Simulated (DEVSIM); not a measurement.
Device: illuminated Si n-on-p cell, one wavelength, at 300 K.

Layer 1 from the left is Si, thickness (μm) 0.890, Nd (cm⁻³) 8.6e18, τn (s) 1.3e-5, τp (s) 4.8e-6, absorption coefficient (cm⁻¹) 25000. Layer 2 from the left is Si, thickness (μm) 91.0, Na (cm⁻³) 1.1e16, τn (s) 7.6e-5, τp (s) 7.6e-5, absorption coefficient (cm⁻¹) 25000.

Left contact: ohmic, minority hole recombination velocity 5e6 cm/s. Right contact: ohmic, minority electron recombination velocity 20000 cm/s. Voltage is applied to the left contact. Recombination: SRH at mid-gap, radiative, Auger. Light enters at the left, 6.3e18 photons cm⁻² s⁻¹, one pass, no reflection. Mobility is μmin + (μ − μmin)/(1 + (N/Nref)^α).

Constants are typed, rounded textbook-type inputs, not results; the design itself was drawn at random and stands for no fabricated device. Values at 300 K.

Si: gap (eV) 1.124, affinity (eV) 4.05, permittivity 11.7, Nc (cm⁻³) 2.86e19, Nv (cm⁻³) 3.1e19, μn (cm²/Vs) 1417, μp (cm²/Vs) 470, μn,min 52, μp,min 45, Nref,n 9.7e16, Nref,p 2.2e17, αn 0.68, αp 0.72, B (cm³/s) 4.7e-15, Cn (cm⁶/s) 2.8e-31, Cp (cm⁶/s) 9.9e-32.

Simulated with DEVSIM: 1D drift-diffusion, Boltzmann statistics, complete ionisation; no tunnelling, impact ionisation, image-force lowering or self-heating.

### Question
What does the simulation give for the share of generated pairs collected at short circuit, the short-circuit current?

### Answer
share of generated pairs collected at short circuit 0.401; short-circuit current 405 mA/cm².
